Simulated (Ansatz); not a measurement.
The reference is MoP (space group P-6m2, No. 187).

Space group P-6m2 (No. 187); a = b = 3.2063 Å, c = 3.1738 Å, α = β = 90.00°, γ = 120.00°

| atom | site | symmetry | x | y | z |
|---|---|---|---|---|---|
| Mo | 1a | -6m2 | 0.0000 | 0.0000 | 0.0000 |
| P | 1f | -6m2 | 0.6667 | 0.3333 | 0.5000 |

The other end (x = 1) is MoSb (space group P-6m2, No. 187; a hypothetical phase, not in the database extracts checked): 19.26 Å³/atom, gap zero; this end may not be an ambient phase.

Calculations: PBEsol/PAW in Ansatz (a first-principles code), no spin-orbit coupling.

Sb replaces a fraction x of P; each row is one arrangement (x, atoms in the cell, starting space group or random), fully relaxed.

One change was made to it. Results:

```csv
quantity,base,after
mean first-shell distances,–,"P–Mo 2.446 Å (end compound 2.438 Å), Sb–Mo 2.715 Å (end compound 2.710 Å)"
mixing energy (to 0.01 eV only: unlike meshes or grids) (against an end that may be hypothetical),–,+0.02 eV/atom
deviation of the volume from the linear (Vegard-type) interpolation,–,+0.2 %
```

Question: Name the change that was made.
(A) x(Sb) = 0.75, 8 atoms, Cmm2
(B) x(Sb) = 0.25, 8 atoms, Cmm2
(C) x(Sb) = 0.75, 8 atoms, P-6m2
(D) x(Sb) = 0.667, 6 atoms, P-62m
(E) x(Sb) = 0.25, 8 atoms, P-6m2

Answer: D, x(Sb) = 0.667, 6 atoms, P-62m. For comparison, the mean first-shell distances in the other runs: x(Sb) = 0.75, 8 atoms, Cmm2 gives P–Mo 2.553 Å (end compound 2.438 Å), Sb–Mo 2.690 Å (end compound 2.710 Å); x(Sb) = 0.25, 8 atoms, Cmm2 gives P–Mo 2.488 Å (end compound 2.438 Å), Sb–Mo 2.606 Å (end compound 2.710 Å); x(Sb) = 0.25, 8 atoms, P-6m2 gives P–Mo 2.440 Å (end compound 2.438 Å), Sb–Mo 2.744 Å (end compound 2.710 Å); x(Sb) = 0.75, 8 atoms, P-6m2 gives P–Mo 2.447 Å (end compound 2.438 Å), Sb–Mo 2.730 Å (end compound 2.710 Å).

These are small ordered cells, not random alloys; other orderings at the same x differ. Whether these cells are dynamically stable was not tested. All final runs are without spin polarisation. An odd electron count without spin: Mo3Sb2P, MoP and MoSb. Mo4Sb3P has a high density of states at the Fermi level and may be magnetic at this level.
